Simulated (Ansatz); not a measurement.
# CuI: band gap against strain

CuI (zinc blende, F-43m, 26.189 Å³/atom at rest) under an equal strain ε in the (111) plane with the normal axis free, as in a coherent film. PBEsol in Ansatz, a plane-wave DFT program (PAW, default set), 420 eV, 10×10×10 Γ-centred mesh, Fermi-Dirac smearing 0.05 eV; ions are relaxed within the symmetry of each cell. Gaps are the smallest over the k-mesh and a band path, without spin-orbit coupling; in all rows the valence edge lies at Γ and the conduction edge at Γ.

Here s stands for strain and Eg for gap.

| strain (%) | gap (eV) |
|---|---|
| 0.00 | 1.173 |
| 0.42 | 1.150 |
| 0.83 | 1.129 |
| 1.25 | 1.107 |
| 2.50 | ? |

Problem. Fit Eg against s with a straight line, and predict the withheld value at s = 2.50.

Solution. Means: s 0.62500, Eg 1.1398. About the means, the sum of products is -0.045555 and the sum of squares of s is 0.86530; the slope is their ratio. Least squares gives Eg = 1.1727 - 0.05265·s. Residuals (row less fit): 0.0003, -0.0006, 0.0000, 0.0001; standard error 0.0005 (degrees of freedom: 2). Over these rows the gap moves by -5.3 ± 0.05 eV per unit strain. At the withheld row, Eg = 1.1727 - 0.05265 × 2.50 = 1.0411 eV. The calculation gives 1.046 eV, 0.0049 eV above the prediction (3.9 % of the range of Eg in the table). The row lies outside the fitted rows, so this is an extrapolation. The fitted rows scatter only by rounding.

One order more, fitted to all 7 runs of the series, follows each within 0.001, so the miss is the next term of a smooth law. Spin-orbit coupling is left out, which can shift this property for CuI. Rows are the converged runs of the series near zero and its far end; series whose fitted rows scatter by over a few per cent of the range, as at a crossing or softening among them, aren't shown in this form. Most that stay on the fit to the last digits aren't either.
